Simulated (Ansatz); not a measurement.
# GePd2 (P-62m, No. 189; cell taken from a computed entry)

Method: r²SCAN+rVV10 in Ansatz (PAW).

Numerical settings: plane-wave cutoff 500 eV, 12×12×12 k mesh, Fermi–Dirac smearing 0.05 eV, scalar-relativistic PAW data made under PBE.

Cell: relaxed at this level.

For GePd2 (P-62m, No. 189; cell taken from a computed entry), the equilibrium volume per atom is 14.85 Å³/atom, the lattice constant a comes out as 6.677 Å and the lattice parameter c comes out as 3.462 Å. The band gap comes out as zero (no gap).

Note: the relaxation could not lower the start's symmetry, so the cell can be a saddle point above a distorted one.

Spin–orbit coupling is not included.

The computed numbers hold no vibrational or temperature effects.

Ansatz is a first-principles code.
